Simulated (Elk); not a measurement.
Band structure of MnZn₃ (P-6m2, 4 atoms in the cell).

```
CELL_PARAMETERS angstrom
      2.72498     0.00000     0.00000
     -1.36249     2.35990     0.00000
      0.00000     0.00000     8.76211
ATOMIC_POSITIONS crystal
  Mn 0.66667 0.33333 0.00000
  Zn 0.66667 0.33333 0.50000
  Zn 0.33333 0.66667 0.24142
  Zn 0.33333 0.66667 0.75858
```
Moments meant for the start (each program seeds them in its own way; μB, in the order of the atoms Mn Zn Zn Zn): 4.0 0.0 0.0 0.0.

Computed with PBEsol, all-electron FP-LAPW, Elk's shipped species files, default APW+lo basis run with Elk 10.2.4.

Settings: xctype = 22; spinpol = true; rgkmax = 7; stype = 0; swidth = 0.00367493 Ha; ngridk = 11 11 3; reducebf = 0.7; rmtscf = 0.97; nempty = 12 per atom; bfcmt = [[0.0, 0.0, -1.0], [0.0, 0.0, 0.0], [0.0, 0.0, 0.0], [0.0, 0.0, 0.0]].

The starting cell comes from a database of computed structures (which also holds hypothetical and non-ambient phases and stackings), without a prior relaxation at this level. With one magnetic atom in the cell only a parallel order is possible. Values depend on the basis (sphere radii, cutoffs, local orbitals), which need not be converged.

Levels in eV from the Fermi level, bands 33 to 40 of the first spin channel:
```csv
point,33,34,35,36,37,38,39,40
Γ,-2.15,-1.45,-1.45,-0.68,-0.68,1.10,9.12,10.23
M,-1.57,-1.03,-0.95,-0.16,0.27,1.18,2.68,5.22
K,-1.65,-0.12,0.36,0.58,0.96,2.69,2.83,3.09
A,-2.35,-1.46,-1.46,-0.68,-0.68,3.34,5.30,15.48
L,-2.19,-1.32,-1.02,0.27,0.54,2.00,2.58,3.38
H,-1.59,-0.03,-0.02,0.66,1.70,1.80,1.96,4.34
```

Bands cross the Fermi level along this path, so the cell is metallic at this level.

The net moment of the cell came out as 2.45 μB.
